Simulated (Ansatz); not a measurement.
Ansatz (a program for electronic structure) run on Cr₃Ni (I4/mmm, 4 atoms in the cell): self-consistent single point.

Method of the run: LDA (PW92), PAW files made with PBE (plane waves; Ansatz).

```yaml
crystal:
  lattice:
    - [-1.79118, 1.79118, 3.56944]
    - [1.79118, -1.79118, 3.56944]
    - [1.79118, 1.79118, -3.56944]
  atoms:
    - { symbol: Cr, position: [0.50000, 0.50000, 0.00000], spin: 3.0 }
    - { symbol: Cr, position: [0.75000, 0.25000, 0.50000] }
    - { symbol: Cr, position: [0.25000, 0.75000, 0.50000] }
    - { symbol: Ni, position: [0.00000, 0.00000, 0.00000] }
```
(The spins are starting values, not results.)

Reference input (self-consistent single point, DFT, PBEsol, plane waves, PAW files made with PBE): kpoints.mp_grid.grid = 7 7 7; hamiltonian.xc = pbesol; hamiltonian.pseudopotentials = {kind: paw} (the program's default PAW files); magnetization.spin_polarized = true; scf.occupations.method = gaussian; scf.occupations.width = 0.272 eV. This run's input differs from it in these lines:

Ansatz 0.2 input:
```diff
@@ -14,3 +14,3 @@
 hamiltonian:
-  xc: pbesol
+  xc: lda
   pseudopotentials:
```

The program printed (abridged):

```
SCF iter   1: F=—  HF=-15748.457441 eV  |F-HF|=—  |Δ(HF+E_count)|=         —  Δρ=1.81e-1 (↑1.81e-1 ↓1.07e-1)  dr2=2.23e1  dr2_m=3.56e0  M=0.626 μB ∫|m|=0.829 μB  β_m=0.30  ethr=3.10e-3  ⟨swp⟩=3.9  Hψ=8881  notcnv=0
Mixer restart at iter 1: flushing history
all-band conjugate gradients solve this SCF's bands
preconditioner: auto → Kerker (q_TF=auto, 2.854 Å⁻¹)
spin=Collinear: Kerker preconditioning applied to the charge; magnetization (m = ρ↑ − ρ↓) channel mixes plain (no charge-response kernel on spin).
   [... lines left out ...]
SCF iter  16: F=—  HF=-15741.877121 eV  |F-HF|=—  |Δ(HF+E_count)|=  1.96e-10  Δρ=3.51e-7 (↑2.62e-7 ↓3.51e-7)  dr2=1.34e-10  dr2_m=6.67e-12  M=-0.000 μB ∫|m|=0.000 μB  β_m=0.97  ethr=1.77e-12  ⟨swp⟩=2.3  Hψ=4944  notcnv=0  defer=38
SCF iter  17: F=-15741.877121 eV  HF=-15741.877121 eV  |F-HF|=6.26e-10  |Δ(HF+E_count)|=  6.55e-11  Δρ=5.19e-7 (↑5.19e-7 ↓4.98e-7)  dr2=6.42e-10  dr2_m=6.81e-14  M=0.000 μB ∫|m|=0.000 μB  ethr=1.00e-12  ⟨swp⟩=3.5  Hψ=7494  notcnv=0
SCF 1 converged in 17 iterations: F = -15741.877121 eV  dr2 = 6.42e-10
Crystal: 4 atoms, lattice volume = 45.807 Å³
Starting moments: Σ|m| = 17 μB on 4 of 4 sites
SCF iter   1: F=—  HF=-15740.397999 eV  |F-HF|=—  |Δ(HF+E_count)|=         —  Δρ=3.97e-1 (↑3.97e-1 ↓2.65e-1)  dr2=3.98e1  dr2_m=3.96e1  M=6.666 μB ∫|m|=6.766 μB  β_m=0.30  ethr=3.10e-3  ⟨swp⟩=2.9  Hψ=9245  notcnv=0
preconditioner: auto → Kerker (q_TF=auto, 2.854 Å⁻¹)
spin=Collinear: Kerker preconditioning applied to the charge; magnetization (m = ρ↑ − ρ↓) channel mixes plain (no charge-response kernel on spin).
   [... lines left out ...]
spin-set hold released at iteration 11 (site moments contracting)
iter 28 did not close the SCF: its close was put off for a magnetic moment that had not settled (scf_convergence_deferred on its scf_iter line)
WARN: the starting moments were not kept: the SCF closed with an absolute magnetisation of 2.6e-6 μB, where they sum to 3 μB in size (1 site) …
Absolute magnetization: 0.0000 μB (∫|ρ↑−ρ↓|, with the PAW one-centre terms)
Free energy (F): -15741.877121 eV
Fermi energy:    18.441459 eV
   [... lines left out ...]
  atom   1  Cr     0.00000000     0.00000000     0.00000000
   [... zero for the other atoms too ...]
--- Stress (GPa, compression-positive) ---
      -16.046417       0.000000       0.000000
        0.000000     -16.046417      -0.000000
       -0.000000       0.000000     -16.570375
  P = ⅓ Tr σ = -16.2211 GPa (-162.211 kbar)
  The stress holds the Pulay correction. Without it, at fixed plane waves, as pw.x and ABINIT print it: P = -16.2892 GPa
```

The run converged, with 46 iterations in all over 2 SCF loops. Against the reference run the pressure goes from -8.68 to -16.22 GPa and the size of the net moment goes from 0.10 to 0.00 μB/atom. The full log also holds: “iter 28 did not close the SCF: its close was put off for a magnetic moment that had not settled (scf_convergence_deferred on its scf_iter line)”.

The starting cell comes from a database of computed structures (which also holds hypothetical and non-ambient phases and stackings), without a prior relaxation at this level. Its lattice was rescaled by a random factor within 2.5 % of one. The starting moments vanished: the run ended non-magnetic, which need not be the lowest state. The program warned that a starting moment was not kept. With a pressure of about -16 GPa the cell is away from its equilibrium volume at this level. Ansatz's pressure includes its estimate of the finite-basis (Pulay) stress.
